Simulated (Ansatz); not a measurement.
Consider GaP in the zinc blende structure (space group F-43m, No. 216; a = 5.439 Å). Axes: x, y, z lie along the cube axes.

Level of theory: PBEsol (Ansatz, a quantum-chemistry and plane-wave program, PAW, no SOC).

Before the change:

```
Item                                 Value
---------------------  -------------------
Valence-band top at Γ  0.00, 0.00, 0.00 eV
Band gap                           1.45 eV
```

One thing is altered: tensor shear ε_xy = +2.00 % (engineering shear γ = 0.0400), atoms relaxed at fixed cell.

Task: Predict the new valence-band top at Γ, band gap and largest internal atomic displacement.

Result: The valence-band top at Γ (three highest levels, from the VBM) changes from 0.00, 0.00, 0.00 eV to 0.00, -0.18, -0.32 eV; the band gap shrinks by 0.355 eV, from 1.45 eV to 1.10 eV; the largest internal atomic displacement comes out as 0.015 Å.

The cells carry an imposed strain or load. Stability against distortions was not tested.
